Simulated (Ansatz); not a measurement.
The parent structure is TlBr in the CsCl type structure (space group Pm-3m, No. 221).

```yaml
crystal:
  lattice:
    - [3.83953, 0.00000, 0.00000]
    - [0.00000, 3.83953, 0.00000]
    - [0.00000, 0.00000, 3.83953]
  atoms:
    - { symbol: Tl, position: [0.00000, 0.00000, 0.00000] }
    - { symbol: Br, position: [0.50000, 0.50000, 0.50000] }
```

Cartesian axes are those of the cell as printed.

Computed with Kohn–Sham DFT with the LDA functional, run in Ansatz (an electronic-structure program) with PAW and 420 eV plane waves, no SOC.

Before the change:

| Item | Result |
|---|---|
| Band gap | 1.37 eV |
| Hole mass | 0.16 mₑ along k, 0.39 mₑ across (at X) |

One thing is altered: the cell is stretched by 2.50 % along z with no lateral relaxation, atoms relaxed at fixed cell.

Problem. Estimate the effect on the band gap and hole mass.

Solution. The band gap decreases by 0.033 eV (1.37 eV → 1.33 eV); the hole mass becomes 0.17 mₑ along k, 0.41 mₑ across (at X) (base: 0.16 mₑ along k, 0.39 mₑ across (at X)).

Spin-orbit coupling, missing from the scalar runs, can matter with Tl. The cells carry an imposed strain or load. Masses are band curvatures over ±0.01 Å⁻¹ around the edge. Along k means along the line from Γ to the band edge. Stability against distortions was not tested.
